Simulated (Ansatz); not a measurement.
Defect: interstitial Al in wurtzite AlN, charge state +3. The step: one Al atom jumps by itself; the atom moves 0.66 Å along (0.02, 0.01, 0.13) of the unit cell; the moving atom starts with neighbours N at 1.79, 2 N at 1.88, N at 2.01 Å and ends with N at 1.78, 2 N at 1.90, N at 2.11 Å. A PBE band in Ansatz (plane-wave PAW, the Γ point alone, 72 host sites, 54 SCF runs with any check of the saddle's order, static, no finite-size correction) gives a forward barrier of 0.19 eV. The program found a first-order saddle point. The charge state is imposed; whether it is stable for some Fermi level was not computed. Sites that were not tried may lie lower.

Single points at the band's start and saddle point can refine it. Rough cost of one point, in units of the band's mean SCF on the same machine:

| Level | Cost of one point |
|---|---|
| PBE, a 2×2×2 k-point mesh shifted by half a step along c | about 6 |
| r2SCAN at 500 eV, the Γ point alone | about 4 |
| HSE06, Γ point alone | about 10 |

Question: Which of these move the barrier by more than 0.1 eV, and how far does each move it?

Answer: Not one does. PBE, a 2×2×2 k-point mesh shifted by half a step along c: -0.04 eV; r2SCAN at 500 eV, the Γ point alone: +0.03 eV; HSE06, Γ point alone: +0.04 eV. Each functional is compared with PBE at the same k-points.

Ansatz is an electronic-structure program.
